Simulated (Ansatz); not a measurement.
Consider Re in the hcp (Mg type) structure (space group P6_3/mmc, No. 194; a = 2.7764 Å, c = 4.4809 Å; relaxed with 0.1 eV smearing). Axes: x lies along a and z along c of the hexagonal cell.

Structures relaxed with PBE in Ansatz (plane waves to 420 eV, PAW, no SOC).

Base:

Simulated powder pattern, Cu Kα, λ = 1.54184 Å (kinematic, ideal powder, no thermal factors, no anomalous dispersion; the 8 strongest lines at most, above 2 %, up to 2θ = 90°):

| 2θ (°) | I/Imax (%) | hkl |
|---|---|---|
| 37.40 | 24 | (100) |
| 40.25 | 26 | (002) |
| 42.68 | 100 | (101) |
| 56.11 | 15 | (102) |
| 67.47 | 18 | (110) |
| 74.83 | 20 | (103) |
| 81.58 | 22 | (112) |
| 83.20 | 15 | (201) |

After one change:

Simulated powder pattern, Cu Kα, λ = 1.54184 Å (kinematic, ideal powder, no thermal factors, no anomalous dispersion; the 8 strongest lines at most, above 2 %, up to 2θ = 90°):

```json
[
 {"2θ (°)": "37.79", "I/Imax (%)": "24"},
 {"2θ (°)": "39.98", "I/Imax (%)": "27"},
 {"2θ (°)": "42.96", "I/Imax (%)": "100"},
 {"2θ (°)": "56.18", "I/Imax (%)": "15"},
 {"2θ (°)": "68.24", "I/Imax (%)": "18"},
 {"2θ (°)": "74.67", "I/Imax (%)": "20"},
 {"2θ (°)": "82.13", "I/Imax (%)": "22"},
 {"2θ (°)": "84.12", "I/Imax (%)": "15"}
]
```

### Question
Which change produced these results?
A) biaxial strain +2.50 %, plane normal [001], relaxed out of plane
B) biaxial strain −1.00 %, plane normal [001], relaxed out of plane
C) biaxial strain +1.00 %, plane normal [001], relaxed out of plane
D) biaxial strain +2.00 %, plane normal [001], relaxed out of plane

### Answer
B, biaxial strain −1.00 %, plane normal [001], relaxed out of plane. Its volume per atom is 14.76 Å³ against 14.96 Å³, and its space group is P6_3/mmc (No. 194).

Whether these cells are dynamically stable was not tested. All final runs are without spin polarisation.

Ansatz is a first-principles code.
